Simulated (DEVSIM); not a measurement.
Device: Schottky contact on n-type GaN, at 300 K.

| layer (left to right) | material | thickness (μm) | Nd (cm⁻³) | τn (s) | τp (s) |
|---|---|---|---|---|---|
| 1 | GaN | 1.50 | 2e15 | 1e-9 | 1e-9 |

Left contact: Schottky, work function 5.56 eV, emission velocity 1.7e6 cm/s. Right contact: ohmic. Voltage is applied to the left contact. Recombination: SRH at mid-gap. Mobility is μmin + (μ − μmin)/(1 + (N/Nref)^α).

The device is made up for the run: typed textbook-type constants, with dimensions and the other settings drawn at random. Values at 300 K.

```tsv
parameter	GaN
gap (eV)	3.43
affinity (eV)	4.1
permittivity	9.5
Nc (cm⁻³)	2.3e18
Nv (cm⁻³)	4.6e19
μn (cm²/Vs)	1200
μp (cm²/Vs)	100
μn,min	55
μp,min	3
Nref,n	2e17
Nref,p	3e17
αn	1
αp	2
```

DEVSIM, 1D drift-diffusion, Boltzmann statistics, complete ionisation; no tunnelling, impact ionisation, image-force lowering or self-heating. Metal contacts follow the ideal Schottky-Mott rule: no Fermi-level pinning, no interface dipoles.

Question: Tabulate band edges, carrier densities and field at 1.15 V on the left contact.

Answer: Energies count from the Fermi level of the right contact; mesh points crowd at the junctions.

```json
[
 {"x (μm)": "0.000", "Ec (eV)": "0.310", "Ev (eV)": "-3.120", "n (cm⁻³)": "1.1e13", "p (cm⁻³)": "< 1e2", "field (V/cm)": "-8900"},
 {"x (μm)": "0.009223", "Ec (eV)": "0.302", "Ev (eV)": "-3.128", "n (cm⁻³)": "1.6e13", "p (cm⁻³)": "< 1e2", "field (V/cm)": "-8500"},
 {"x (μm)": "0.02006", "Ec (eV)": "0.293", "Ev (eV)": "-3.137", "n (cm⁻³)": "2.4e13", "p (cm⁻³)": "< 1e2", "field (V/cm)": "-8100"},
 {"x (μm)": "0.03674", "Ec (eV)": "0.280", "Ev (eV)": "-3.150", "n (cm⁻³)": "4.1e13", "p (cm⁻³)": "< 1e2", "field (V/cm)": "-7500"},
 {"x (μm)": "0.06656", "Ec (eV)": "0.259", "Ev (eV)": "-3.171", "n (cm⁻³)": "9.4e13", "p (cm⁻³)": "< 1e2", "field (V/cm)": "-6400"},
 {"x (μm)": "0.1005", "Ec (eV)": "0.240", "Ev (eV)": "-3.190", "n (cm⁻³)": "2.0e14", "p (cm⁻³)": "< 1e2", "field (V/cm)": "-5200"},
 {"x (μm)": "0.1404", "Ec (eV)": "0.222", "Ev (eV)": "-3.208", "n (cm⁻³)": "4.2e14", "p (cm⁻³)": "< 1e2", "field (V/cm)": "-3900"},
 {"x (μm)": "0.2303", "Ec (eV)": "0.197", "Ev (eV)": "-3.233", "n (cm⁻³)": "1.1e15", "p (cm⁻³)": "< 1e2", "field (V/cm)": "-1700"},
 {"x (μm)": "0.3115", "Ec (eV)": "0.188", "Ev (eV)": "-3.243", "n (cm⁻³)": "1.6e15", "p (cm⁻³)": "< 1e2", "field (V/cm)": "-730"},
 {"x (μm)": "0.4365", "Ec (eV)": "0.183", "Ev (eV)": "-3.247", "n (cm⁻³)": "1.9e15", "p (cm⁻³)": "< 1e2", "field (V/cm)": "-160"},
 {"x (μm)": "0.6078", "Ec (eV)": "0.182", "Ev (eV)": "-3.248", "n (cm⁻³)": "2.0e15", "p (cm⁻³)": "< 1e2", "field (V/cm)": "-14"},
 {"x (μm)": "0.8632", "Ec (eV)": "0.182", "Ev (eV)": "-3.248", "n (cm⁻³)": "2.0e15", "p (cm⁻³)": "< 1e2", "field (V/cm)": "≈ 0"},
 {"x (μm)": "1.023", "Ec (eV)": "0.182", "Ev (eV)": "-3.248", "n (cm⁻³)": "2.0e15", "p (cm⁻³)": "< 1e2", "field (V/cm)": "≈ 0"},
 {"x (μm)": "1.159", "Ec (eV)": "0.182", "Ev (eV)": "-3.248", "n (cm⁻³)": "2.0e15", "p (cm⁻³)": "< 1e2", "field (V/cm)": "≈ 0"},
 {"x (μm)": "1.278", "Ec (eV)": "0.182", "Ev (eV)": "-3.248", "n (cm⁻³)": "2.0e15", "p (cm⁻³)": "< 1e2", "field (V/cm)": "≈ 0"},
 {"x (μm)": "1.345", "Ec (eV)": "0.182", "Ev (eV)": "-3.248", "n (cm⁻³)": "2.0e15", "p (cm⁻³)": "< 1e2", "field (V/cm)": "≈ 0"},
 {"x (μm)": "1.394", "Ec (eV)": "0.182", "Ev (eV)": "-3.248", "n (cm⁻³)": "2.0e15", "p (cm⁻³)": "< 1e2", "field (V/cm)": "≈ 0"},
 {"x (μm)": "1.425", "Ec (eV)": "0.182", "Ev (eV)": "-3.248", "n (cm⁻³)": "2.0e15", "p (cm⁻³)": "< 1e2", "field (V/cm)": "≈ 0"},
 {"x (μm)": "1.458", "Ec (eV)": "0.182", "Ev (eV)": "-3.248", "n (cm⁻³)": "2.0e15", "p (cm⁻³)": "< 1e2", "field (V/cm)": "≈ 0"},
 {"x (μm)": "1.476", "Ec (eV)": "0.182", "Ev (eV)": "-3.248", "n (cm⁻³)": "2.0e15", "p (cm⁻³)": "< 1e2", "field (V/cm)": "≈ 0"},
 {"x (μm)": "1.489", "Ec (eV)": "0.182", "Ev (eV)": "-3.248", "n (cm⁻³)": "2.0e15", "p (cm⁻³)": "< 1e2", "field (V/cm)": "≈ 0"},
 {"x (μm)": "1.500", "Ec (eV)": "0.182", "Ev (eV)": "-3.248", "n (cm⁻³)": "2.0e15", "p (cm⁻³)": "< 1e2", "field (V/cm)": "≈ 0"}
]
```
